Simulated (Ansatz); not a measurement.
The structure below was relaxed with r2SCAN (Ansatz, a quantum-chemistry and plane-wave program), no spin-orbit coupling, earlier PAW set.

```
CELL_PARAMETERS angstrom
      0.00000     2.76751     2.76751
      2.76751     0.00000     2.76751
      2.76751     2.76751     0.00000
ATOMIC_POSITIONS crystal
  W  0.25000 0.25000 0.25000
  Zn 0.00000 0.00000 0.00000
```

**Question.** Find the space group and the Wyckoff positions.

**Answer.** Space group F-43m (No. 216); a = 5.5350 Å, b = 5.5350 Å, c = 5.5350 Å, α = 90.00°, β = 90.00°, γ = 90.00°

```json
[
 {"atom": "W", "site": "4d", "symmetry": "-43m", "x": "0.7500", "y": "0.7500", "z": "0.7500"},
 {"atom": "Zn", "site": "4a", "symmetry": "-43m", "x": "0.0000", "y": "0.0000", "z": "0.0000"}
]
```

**Question.** Describe the coordination.

**Answer.** The crystal has 8 atoms in its conventional cell. Conventional cell: a = b = c = 5.5350 Å, α = β = γ = 90.00°. W sees 4 Zn at 2.397 Å (tetrahedral). Zn has 4 W at 2.397 Å (tetrahedral). (Neighbours: up to the widest gap in distance over summed covalent radii, below 1.35, at either atom.)

No phonon test of stability was made. All final runs are without spin polarisation. The cell was made from ZnSe by this change: Se → W; the result is a hypothetical phase, not in the database extracts checked.
